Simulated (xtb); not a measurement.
xtb 6.7.1, GFN1-xTB: Ge(AsH2)2(H)2 ([AsH2][GeH2][AsH2]), 9 atoms. The geometry is a generated start, not checked to be a minimum at this level.

```yaml
run_flags: --grad
method: GFN1-xTB
"--acc": 1 (default)
"--etemp (K)": 300 (default)
basis_functions: 42
valence_electrons: 20
```

```xyz
9

Ge    -0.1196    -0.8923     0.2024
As     1.9390    -0.2231    -0.8654
As    -1.8694     0.6699     0.7665
H      0.2503    -1.6795     1.4660
H     -0.7502    -2.0364    -0.5972
H      1.3374     1.0905    -1.2903
H      2.4034     0.4307     0.4078
H     -0.9359     1.8371     0.5944
H     -2.2551     0.8031    -0.6842
```

One run each on 1 thread. Values of broydamp tried: 0.02, 0.05, 0.1, 0.2, 0.4 (default), 0.6, 0.8, 1.

### Question
Predict the course of the SCC iterations along this series.

### Answer
Fewest SCC iterations, within one of each other: 0.2 with 12, 0.4 (default) with 12, 0.6 with 12, 0.8 with 13. The count rises to 19 at 0.02. All converge to one solution.

```csv
broydamp,SCC iterations,end
0.02,19,same solution
0.05,17,same solution
0.1,15,same solution
0.2,12,same solution
0.4 (default),12,same solution
0.6,12,same solution
0.8,13,same solution
1,15,same solution
```
